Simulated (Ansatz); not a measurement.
The starting structures come from a database of crystals and need not be the phases stable at ambient conditions.

 Where the default PAW files enter, the runs use the earlier of Ansatz's two default sets.

By PBEsol, the system below comes out a metal.

The ballistic (Sharvin) conductance counts the channels at the Fermi level: G/A = (e²/h) × channels of both spins per area.

Here is the system:

```
CELL_PARAMETERS angstrom
      5.59992     0.00000     0.00000
      0.00000     6.08324     0.00000
      0.00000     2.57530     4.96993
ATOMIC_POSITIONS crystal
  Co 0.00000 0.76620 0.61690
  Co 0.00000 0.23380 0.38310
  Co 0.50000 0.23380 0.88310
  Co 0.50000 0.76620 0.11690
  Ge 0.34106 0.00000 0.34106
  Ge 0.65894 0.00000 0.65894
  Ge 0.84106 0.00000 0.15894
  Ge 0.15894 0.00000 0.84106
  Ge 0.25000 0.50000 0.50166
  Ge 0.75000 0.50000 0.49834
  Ge 0.75000 0.50000 0.99834
  Ge 0.25000 0.50000 0.00166
```

Space group of this cell: Cmce. The cell is taken as given; by PBEsol its mean pressure is -1.0 GPa.

The current flows along the normal of the first two printed cell vectors. No spin-orbit coupling; the value is a mean over 0.1 eV about the Fermi level.

Question: State the ballistic conductance per area according to PBEsol run with Ansatz (a quantum-chemistry and plane-wave program).

Answer: 0.49 × 10¹⁵ S/m² for both spins.
